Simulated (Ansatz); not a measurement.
The reference is Al in the fcc (Cu type) structure (space group Fm-3m, No. 225; a = 4.041 Å; relaxed with 0.1 eV smearing).

Calculations: PBE/PAW in Ansatz (a program for electronic structure), no spin-orbit coupling.

Base values:

```
Item        Value
--------  -------
Pressure  0.0 GPa
```

Perturbation: an isotropic linear strain of −1.00 %; the atoms relax in the strained cell.

### Question
Estimate the effect on the pressure and energy relative to the base.

### Answer
The pressure goes from zero to 2.5 GPa; the energy increases by 3.7 meV/atom.

Stability against distortions was not tested.
